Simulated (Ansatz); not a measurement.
Start from Ni in the fcc (Cu type) structure (space group Fm-3m, No. 225; a = 3.5188 Å; ferromagnetic).

(Cell as relaxed with PBE.)

Levels (all Ansatz, a first-principles code, PAW, earlier PAW set): PBE (420 eV, spin-orbit coupling left out); PBEsol (420 eV, scalar-relativistic without spin-orbit coupling).

Each level relaxes its own structure.

```csv
quantity,PBE,PBEsol
volume per atom,10.89 Å³,(withheld)
lattice parameter a,351.9 pm,(withheld)
band gap,zero,(withheld)
magnetic state,ferromagnetic,(withheld)
largest site moment,0.67 μB,(withheld)
```

Problem. What does PBEsol give?

Solution. 
- volume per atom, PBEsol: 10.38 Å³
- lattice parameter a, PBEsol: 346.3 pm
- band gap, PBEsol: zero
- magnetic state, PBEsol: ferromagnetic
- largest site moment, PBEsol: 0.65 μB

PBE's volume per atom lies 0.51 Å³ above PBEsol's (4.9 %); PBE's lattice parameter a lies 5.6 pm above PBEsol's (1.6 %); the two agree on the band gap and magnetic state. Neither level is exact; PBEsol is the comparison here, not a measurement.

Other magnetic orders, which the real material may have, were not ruled out. No phonon test of stability was made.
